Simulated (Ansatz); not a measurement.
The parent structure is SiC in the wurtzite structure (space group P6_3mc, No. 186).

```xyz
4
Lattice="3.0760 0.0000 0.0000 -1.5380 2.6639 0.0000 0.0000 0.0000 5.0478" Properties=species:S:1:pos:R:3 pbc="T T T"
Si     0.0000     1.7759     5.0457
Si     1.5380     0.8880     2.5218
C      0.0000     1.7759     1.8950
C      1.5380     0.8880     4.4189
```

Level of theory: Ansatz (a quantum-chemistry and plane-wave program), PBEsol, PAW, cutoff 420 eV, no spin-orbit coupling.

Strains are applied to the cell and any free atomic positions relax.

One change was made to it. Results:

```csv
quantity,base,after
smallest direct gap,3.86 eV,3.75 eV
band gap,2.12 eV,2.22 eV
electron mass,"0.26 mₑ along c, 0.43 mₑ across (at K)","0.27 mₑ along c, 0.44 mₑ across (at K)"
```

Which of these changes matches the shifts?
A. isotropic strain +1.80 %
B. isotropic strain +3.00 %
C. isotropic strain +0.60 %

A, isotropic strain +1.80 %. For comparison, the band gap in the other runs: isotropic strain +0.60 % gives 2.16 eV; isotropic strain +3.00 % gives 2.28 eV.

Effective masses come from finite differences of ±0.01 Å⁻¹. Whether these cells are dynamically stable was not tested.
